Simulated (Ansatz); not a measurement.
Take an 8-atom supercell of SiC in the wurtzite structure (space group P6_3mc, No. 186) at its relaxed geometry as the base.

```
CELL_PARAMETERS angstrom
      4.61393    -2.66386     0.00000
      1.53798     2.66386     0.00000
      0.00000     0.00000     5.04779
ATOMIC_POSITIONS crystal
  Si 0.16667 0.50000 0.00051
  Si 0.66667 0.00000 0.00051
  Si 0.83333 0.50000 0.50051
  Si 0.33333 0.00000 0.50051
  C  0.16667 0.50000 0.62469
  C  0.66667 0.00000 0.62469
  C  0.83333 0.50000 0.12469
  C  0.33333 0.00000 0.12469
```

Calculations: PBEsol, PAW, 420 eV (Ansatz, a quantum-chemistry and plane-wave program; no spin-orbit coupling), earlier PAW set.

One neutral defect a cell, atoms relaxed at fixed cell.

One change was made to it. Results:

| quantity | base | after |
|---|---|---|
| pressure | 0.0 GPa | -4.7 GPa |
| largest displacement of a host atom from its site in the perfect cell | – | 0.18 Å |

Q: Which change produced these results?
A) Si vacancy, symmetric start
B) B on a C site
C) Si on a C site (antisite), symmetric start
D) C vacancy
E) C on a Si site (antisite)

A: D, C vacancy. For comparison, the pressure in the other runs: B on a C site gives 11.8 GPa; Si vacancy, symmetric start gives 5.5 GPa; Si on a C site (antisite), symmetric start gives 39.8 GPa; C on a Si site (antisite) gives -23.2 GPa.

Other magnetic orders, which the real material may have, were not ruled out. In so small a cell the defect repeats every few ångströms: this is an ordered compound, not a dilute defect. The mesh was chosen for an insulator and is coarse for the gapless case. Defects with a symmetric start kept the site's symmetry and may sit on a saddle; the others started slightly shaken. Seeded moments were not kept for C vacancy, B on a C site, Si vacancy and Si on a C site (antisite) and more.
